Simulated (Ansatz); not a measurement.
Functionals compared on the (31-40) surface of hcp Ti in its 1x1 cell, outermost plane spacing 0.24 Å in the ideal cut, in Ansatz (plane waves, PAW). The structure was relaxed with PBE; the other rows are single points on it, each with its references at the same level. Cutoff 420 eV (500 eV for r2SCAN).

Set-up: 30 atoms, 10.1 Å thick at the start (thin: gaps and levels are the slab's own); mesh 8x4x1; 0.1 eV smearing; dipole correction on; all atoms relaxed; start symmetry kept, larger cells not searched; no spin, no spin-orbit, no U. These notes are the PBE run's.

```
functional  surface energy (J/m²)  work function of the top face (eV)         rough cost of the single point
----------  ---------------------  ----------------------------------  -------------------------------------
PBE                          2.08                                3.44                                      –
LDA                          2.35                                3.67  about 4 core-minutes (a rough figure)
PBEsol                       2.27                                3.50                 roughly 4 core-minutes
RPBE                         1.93                                3.30                 roughly 4 core-minutes
r2SCAN                          ?                                   ?                 roughly 7 core-minutes
```

### Question
Some entries are withheld; supply them.

### Answer

- r2SCAN, surface energy (J/m²): 2.25
- r2SCAN, work function of the top face (eV): 3.42

Ansatz is a first-principles code.
